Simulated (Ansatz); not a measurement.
## TlGaSe₂ (C2/c, No. 15)

All values below come from PBE0 (Ansatz, a quantum-chemistry and plane-wave program, plane waves, PAW).

Settings: plane-wave cutoff 460 eV, 4×4×2 k mesh (along the axes of the cell as run), Fermi–Dirac smearing 0.01 eV, scalar-relativistic PAW data made under PBE.

Cell (measured lattice):

GaTlSe₂ has the monoclinic space group C2/c (No. 15), Pearson symbol mS64. Lattice parameters: a = 10.7790 Å, b = 10.7760 Å, c = 15.6630 Å, α = 90.00°, β = 99.99°, γ = 90.00°. Tl1 on 8f is surrounded by 6 Se at 3.304–3.440 Å. Tl2 on 8f has 6 Se at 3.307–3.459 Å. Ga1 on 8f has 4 Se at 2.399–2.422 Å (tetrahedral). Ga2 on 8f is surrounded by 4 Se at 2.353–2.439 Å (tetrahedral). Se1 on 4e is coordinated by 2 Ga at 2.399 Å and 4 Tl at 3.356–3.420 Å. Se2 on 4e is coordinated by 2 Ga at 2.404 Å and 4 Tl at 3.304–3.421 Å. Se3 on 8f is surrounded by 2 Ga at 2.353–2.422 Å and 2 Tl at 3.419–3.440 Å. Se4 on 8f is surrounded by 2 Ga at 2.414–2.439 Å and 4 Tl at 3.307–3.459 Å. 1 further independent sites are not listed. (Neighbours: up to the widest gap in distance over summed covalent radii, below 1.35, at either atom; cation-cation and far metal-metal contacts left out.)
(The calculation used a cell of 32 atoms; values per cell refer to that cell.)

| Property | Value |
|---|---|
| band gap | 2.45 eV |
| smallest direct gap on the k points sampled | 2.52 eV |

Note: cell and atoms aren't relaxed at this level (largest force component 0.43 eV/Å, pressure 0.8 GPa).

Spin–orbit coupling is not included; with these elements it can move the gap by several tenths of an eV or more.

The computed numbers hold no vibrational or temperature effects.

It cost very roughly 6 core-hours of CPU time.
